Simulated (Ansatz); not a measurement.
## BN: response to strain

The reference is BN in the zinc blende structure (space group F-43m, No. 216; a = 3.606 Å). Axes: x, y, z lie along the cube axes.

Strains are applied to the cell and any free atomic positions relax; under biaxial strain the out-of-plane vector relaxes too; under stress the whole cell relaxes.

Levels (all Ansatz, a program for electronic structure, PAW): PBEsol (420 eV, no spin-orbit coupling); r2SCAN (500 eV, without spin-orbit coupling); HSE06 (420 eV, no spin-orbit coupling).

Band gaps by level, all at the geometries relaxed with PBEsol:

| case | PBEsol | r2SCAN | HSE06 |
|---|---|---|---|
| base | 4.30 eV | 5.01 eV | 5.80 eV |
| biaxial strain −0.23 %, plane normal [001], relaxed out of plane | 4.27 eV | 4.98 eV | 5.77 eV |
| isotropic strain +0.88 % | 4.27 eV | 4.97 eV | 5.76 eV |
| uniaxial strain ε_zz = −5.48 % | 3.34 eV | 4.04 eV | 4.83 eV |
| uniaxial stress, 3 GPa compression along x | 4.21 eV | 4.92 eV | 5.71 eV |
| uniaxial stress, 2 GPa tension along x | 4.27 eV | 4.97 eV | 5.77 eV |

Single points use the geometry relaxed with PBEsol. HSE06 was sampled on its mesh, a few special points and the semilocal edge points, so its gap is an upper bound. Stability under load was not tested beyond the relaxation.
